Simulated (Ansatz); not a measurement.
The parent structure is NiSi2 (space group Fm-3m, No. 225; non-magnetic).

```
CELL_PARAMETERS angstrom
      0.00000     2.69349     2.69349
      2.69349     0.00000     2.69349
      2.69349     2.69349     0.00000
ATOMIC_POSITIONS crystal
  Ni 0.00000 0.00000 0.00000
  Si 0.25000 0.25000 0.25000
  Si 0.75000 0.75000 0.75000
```

Cartesian axes are those of the cell as printed.

Calculations: r2SCAN, PAW, 500 eV (Ansatz, a program for electronic structure; no spin-orbit coupling).

Base values:

The shortest interatomic distance is 2.333 Å and the band gap is zero.

Perturbation: a free-standing slab of 6 layers (18 atoms, 3 a layer) is cut normal to [111], with 15 Å of vacuum and the in-plane cell held at bulk.

Problem. What does the calculation give for the shortest interatomic distance, excess energy per area of both faces, change of the spacing d23 from its bulk value of 0.778 Å, change of the spacing d12 from its bulk value of 0.778 Å and band gap after the change?

Solution. The shortest interatomic distance falls by 0.0522 Å to 2.280 Å; the excess energy per area of both faces (slab less bulk energy over the cell's area: twice a surface energy) is 2.3 J/m² (uncertain by up to 0.2 J/m²); the change of the spacing d23 from its bulk value of 0.778 Å is -10.7 %; the change of the spacing d12 from its bulk value of 0.778 Å amounts to -8.2 %; the band gap stays zero.

The excess energy carries the mismatch between the slab's and the bulk's meshes. Stability against distortions was not tested. Starting moments died away, wholly or in part, for the base; another magnetic solution may exist. All final runs are without spin polarisation.
